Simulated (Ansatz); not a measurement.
Start from Sn in the diamond structure (space group Fd-3m, No. 227; a = 6.474 Å; relaxed with 0.1 eV smearing). Axes: x, y, z lie along the cube axes.

Computed with LDA (Ansatz, a quantum-chemistry and plane-wave program, PAW, spin-orbit coupling left out).

Base values:

- Pressure: 0.0 GPa
- Band gap: zero

The change: uniaxial strain ε_zz = +3.00 %, all other strain components held at zero, atoms relaxed at fixed cell.

How does this affect the pressure?

The pressure (mean of the normal stresses, compression positive) goes from zero to -1.2 GPa.

Estimate the effect on the band gap.

The band gap remains zero.

Stability against distortions was not tested.
